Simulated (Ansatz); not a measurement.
Input:

```yaml
crystal:
  lattice:
    - [3.20446, 0.00000, 0.00000]
    - [-1.60223, 2.75089, 0.00000]
    - [0.00000, 0.00000, 5.17839]
  atoms:
    - { symbol: Ga, position: [0.66692, 0.33385, 0.00126] }
    - { symbol: Ga, position: [0.33308, 0.66615, 0.50126] }
    - { symbol: N, position: [0.66751, 0.33501, 0.62394] }
    - { symbol: N, position: [0.33249, 0.66499, 0.12394] }
```

No spin polarisation.

Level of theory: r2SCAN (Ansatz, a program for electronic structure), scalar-relativistic without spin-orbit coupling, earlier PAW set. k-mesh 12×12×7 (Γ-centred); smearing 0.05 eV (Fermi–Dirac).

**Question.** Predict the hole mass and electron mass.

**Answer.** The hole mass is 0.18 mₑ along y, 2.1 mₑ across (at Γ) and the electron mass comes out as 0.17 mₑ along z, 0.19 mₑ across (at Γ).

The levels and masses belong to the bands next to the band gap. Load acts through the strain it causes; cell and atoms are relaxed under it. Effective masses come from finite differences of ±0.01 Å⁻¹. Stability under load was not tested beyond the relaxation. The cell was made from GaN in the wurtzite structure (space group P6_3mc, No. 186) by this change: uniaxial stress, 2 GPa tension along x.
